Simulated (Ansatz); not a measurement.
## Response to strain in WSi2

Take WSi2 (space group I4/mmm, No. 139; a = 3.202 Å, c = 7.818 Å; relaxed with 0.1 eV smearing) as the base. Axes: x, y, z lie along a, b, c of the conventional cell.

Strains are applied to the cell and any free atomic positions relax; under biaxial strain the out-of-plane vector relaxes too.

The values are results of DFT with PBEsol, PAW potentials and a 420 eV plane-wave cutoff in Ansatz (an electronic-structure program), scalar-relativistic without spin-orbit coupling, not measurements.

Candidates:
(a) biaxial strain +2.00 %, plane normal [001], relaxed out of plane
(b) biaxial strain −3.00 %, plane normal [001], relaxed out of plane
(c) biaxial strain +0.50 %, plane normal [001], relaxed out of plane

Notes on the quantities. energy relative to the base: free energy F.

### Question
Order them by energy relative to the base, highest first.

### Answer
(b) biaxial strain −3.00 %, plane normal [001], relaxed out of plane (+42 meV/atom), (a) biaxial strain +2.00 %, plane normal [001], relaxed out of plane (+17 meV/atom), (c) biaxial strain +0.50 %, plane normal [001], relaxed out of plane (+1.1 meV/atom)

Stability against distortions was not tested. The final runs are not spin-polarised.
